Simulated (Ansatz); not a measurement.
The starting structures come from a database of crystals and need not be the phases stable at ambient conditions.

 Where the default PAW files enter, the runs use the earlier of Ansatz's two default sets.

Data:

```
CELL_PARAMETERS angstrom
      4.00954     0.00000     0.00000
     -2.00477     3.47236     0.00000
      2.00477     1.15745     3.27377
ATOMIC_POSITIONS crystal
  Li 0.50000 0.25000 0.25000
  Li 0.50000 0.75000 0.75000
  S  0.00000 0.00000 0.00000
```

Space group of this cell: Fm-3m, anti-fluorite. The cell is taken as given.

Transport runs along the normal of the first two printed cell vectors, the (111) plane of the conventional cell.

The gap is the functional's own, uncorrected, and κ follows it; spin-orbit coupling is left out. Mid-gap values are interpolated between the computed energies.

Problem. Predict the band gap and the smallest decay constant κ at mid-gap from r2SCAN run with Ansatz (a program for electronic structure).

Solution. Gap 3.87 eV on a 10×10×10 mesh; κ = 0.303 1/Å, at the zone centre.
